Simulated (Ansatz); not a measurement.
## H2O on the 1x1 (110) surface of 3C silicon carbide (cut with top plane C + Si), one in a 2x2 cell, started at the site 'over C at depth 1.5 Å'

Host crystal: 3C silicon carbide, with a band gap (PBE, scalar-relativistic without spin-orbit coupling).

These are PBE (plane waves to 420 eV, PAW; Ansatz, a first-principles code) values and carry that method's errors.

Slab: 51 atoms, 7.7 Å thick at the start under the adsorbate (thin: gaps and levels are the slab's own); k 3x3x1, smearing 0.01 eV, dipole-corrected; 24 atoms held, the rest relaxed; no symmetry held; no spin, no spin-orbit, no U, no dispersion correction. At the end it is bonded to C + Si. In PBE it is, or lies within 0.03 eV of, the lowest of the starts that converged.

The energy of the end state, in which the adsorbate came apart, against H2O(g) is -2.81 eV and the change of the step from the bottom to the top vacuum level, against the clean slab comes out as -0.72 eV. The energy released by relaxation is 2.35 eV and the height of the binding atom over the mean of the host atoms within 0.3 Å of the top one is 1.476 Å. The largest move of a host atom is 0.30 Å and the cost is around 15 core-minutes (rough).

A negative adsorption energy means that the adsorbate is more stable on the surface than in its reference.
